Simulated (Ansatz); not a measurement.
Band structure of HfO2 (P4_2/nmc, 6 atoms in the cell).

```
HfO2
1.0
    3.53347     0.00000     0.00000
    0.00000     3.53347     0.00000
    0.00000     0.00000     5.13617
Hf O
2 4
Direct
  0.50000   0.50000   0.50000
  0.00000   0.00000   0.00000
  0.00000   0.50000   0.69721
  0.00000   0.50000   0.19721
  0.50000   0.00000   0.80279
  0.50000   0.00000   0.30279
```

Method: PBE (plane waves, PAW; Ansatz, a program for electronic structure).

Settings: basis.ecutwfc = 420 eV; kpoints.mp_grid.grid = 8 8 5; hamiltonian.xc = pbe; hamiltonian.pseudopotentials = {kind: paw} (the program's default PAW files); scf.occupations.method = fermi_dirac; scf.occupations.width = 0.01 eV; kpoints.band_path.npoints = 8.

The starting cell comes from a database of computed structures (which also holds hypothetical and non-ambient phases and stackings), without a prior relaxation at this level. Its lattice was rescaled by a random factor within 2.5 % of one. Spin-orbit coupling is off.

**Question.** Predict the gap along the standard path and the places of the band edges.

**Answer.** The gap along the path is 4.85 eV, from Z to Γ; the smallest direct gap on it is 4.92 eV.

Levels in eV from the top of the valence band on the path, bands 35 to 42:
```tsv
point	35	36	37	38	39	40	41	42
Γ	-0.69	-0.11	-0.07	-0.07	4.85	4.86	6.15	6.37
X	-1.42	-1.42	-0.14	-0.14	5.27	5.27	6.33	6.33
M	-0.81	-0.81	-0.49	-0.49	5.91	5.91	6.32	6.32
Z	-0.60	-0.60	0.00	0.00	5.53	5.53	5.87	5.87
R	-1.38	-1.38	-0.94	-0.94	5.41	5.41	5.78	5.78
A	-1.45	-1.45	0.00	0.00	6.15	6.15	6.47	6.47
```

Keys are those of Ansatz 0.2.
